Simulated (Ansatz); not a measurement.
**A computed series for Cu: pressure series**

Base system: Cu in the fcc (Cu type) structure (space group Fm-3m, No. 225; a = 3.577 Å).

Cell and atoms are relaxed at each pressure.

Computed with r2SCAN (Ansatz, a quantum-chemistry and plane-wave program; PAW; 500 eV plane waves; no spin-orbit coupling).

Notes on the quantities. enthalpy: H = E + PV relative to the base's energy.

```tsv
case	volume per atom	enthalpy
base	11.44 Å³	–
pressure −2 GPa	11.58 Å³	-0.14 eV/atom
pressure −1 GPa	___	-0.07 eV/atom
pressure 0.9 GPa	11.38 Å³	+0.06 eV/atom
pressure 2.1 GPa	___	+0.15 eV/atom
pressure 4.5 GPa	11.15 Å³	+0.32 eV/atom
pressure 9 GPa	___	+0.63 eV/atom
pressure 15 GPa	10.60 Å³	+1.03 eV/atom
pressure 22.5 GPa	10.29 Å³	+1.52 eV/atom
pressure 30 GPa	___	+1.99 eV/atom
```

**Question.** Fill in the withheld entries from the trend.

**Answer.** 
- pressure −1 GPa, volume per atom: 11.51 Å³
- pressure 2.1 GPa, volume per atom: 11.30 Å³
- pressure 9 GPa, volume per atom: 10.90 Å³
- pressure 30 GPa, volume per atom: 10.03 Å³

Load acts through the strain it causes; cell and atoms are relaxed under it. Stability against distortions was not tested. No other phases were tried under pressure. All final runs are without spin polarisation.
